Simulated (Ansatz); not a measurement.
Zr, pressure series

The reference is Zr in the hcp (Mg type) structure (space group P6_3/mmc, No. 194; a = 3.146 Å, c = 5.086 Å).

Cell and atoms are relaxed at each pressure.

The values are results of DFT with LDA, PAW potentials and a 420 eV plane-wave cutoff in Ansatz (a quantum-chemistry and plane-wave program), no spin-orbit coupling, not measurements.

Candidates:
(a) pressure 9 GPa
(b) pressure 30 GPa
(c) pressure 2.1 GPa

Base values:

The c/a ratio is 1.617.

Problem. Order them by c/a ratio, highest first.

Solution. (b) pressure 30 GPa (1.732), (a) pressure 9 GPa (1.644), (c) pressure 2.1 GPa (1.622)

Load acts through the strain it causes; cell and atoms are relaxed under it. Whether these cells are dynamically stable was not tested. All final runs are without spin polarisation. Measured, Zr leaves this structure (for the ω phase) near 3 GPa (temperature not stated; as listed in C. Cazorla, D. Alfè, M. J. Gillan, Physical Review B (2008)).
